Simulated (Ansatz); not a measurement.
The parent structure is BeTe in the zinc blende structure (space group F-43m, No. 216).

```yaml
crystal:
  lattice:
    - [0.00000, 2.77712, 2.77712]
    - [2.77712, 0.00000, 2.77712]
    - [2.77712, 2.77712, 0.00000]
  atoms:
    - { symbol: Be, position: [0.00000, 0.00000, 0.00000] }
    - { symbol: Te, position: [0.25000, 0.25000, 0.25000] }
```

Cartesian axes are those of the cell as printed.

Calculations: LDA (Ansatz, a first-principles code, PAW, no spin-orbit coupling).

Base values:

| Item | Result |
|---|---|
| Pressure | 0.01 GPa |
| Smallest direct gap | 3.59 eV |
| Volume per atom | 21.42 Å³ |

Modification: tensile biaxial strain of 1.25 % in the plane normal to [111], as in epitaxy on a mismatched substrate; the out-of-plane cell vector and the atoms relax.

What does the calculation give for the energy relative to the base, pressure, smallest direct gap and volume per atom after the change?

The energy increases by 3.1 meV/atom; the pressure (mean of the normal stresses, compression positive) falls by 1.20 GPa to -1.19 GPa; the smallest direct gap drops by 0.13 eV, from 3.59 eV to 3.46 eV; the volume per atom increases by 0.426 Å³ to 21.84 Å³.

With Te present, leaving out spin-orbit coupling can change the band edges. No phonon test of stability was made.
